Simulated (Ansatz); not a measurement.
The reference is WSe2 in the 2H-MoS2 type structure (space group P6_3/mmc, No. 194; a = 3.2304 Å, c = 12.4106 Å; layered, stacked along the Cartesian z axis). Axes: x lies along a and z along c of the hexagonal cell.

Modification: tensile biaxial strain of 1.02 % in the plane normal to [001], as in epitaxy on a mismatched substrate; the out-of-plane cell vector and the atoms relax.

Levels (all Ansatz, a first-principles code, PAW, earlier PAW set): PBEsol-D3(BJ) (420 eV, spin-orbit coupling left out); r2SCAN (500 eV, no spin-orbit coupling); HSE06 (420 eV, spin-orbit coupling left out); PBEsol+SOC (420 eV, noncollinear with spin-orbit coupling).

At the geometry relaxed with PBEsol-D3(BJ), these levels gave the following band gaps, in shuffled order: (a) 0.67 eV, (b) 0.82 eV, (c) 0.60 eV, (d) 1.13 eV.

Problem. Match each gap to its level.

Solution. (a) PBEsol-D3(BJ); (b) r2SCAN; (c) PBEsol+SOC; (d) HSE06.

Single points use the geometry relaxed with PBEsol-D3(BJ). The hybrid gap comes from the SCF mesh plus the semilocal run's edge points and a few special points and is an upper bound. The spin-orbit shifts are approximate. With W present, leaving out spin-orbit coupling can change the band edges. Whether these cells are dynamically stable was not tested.
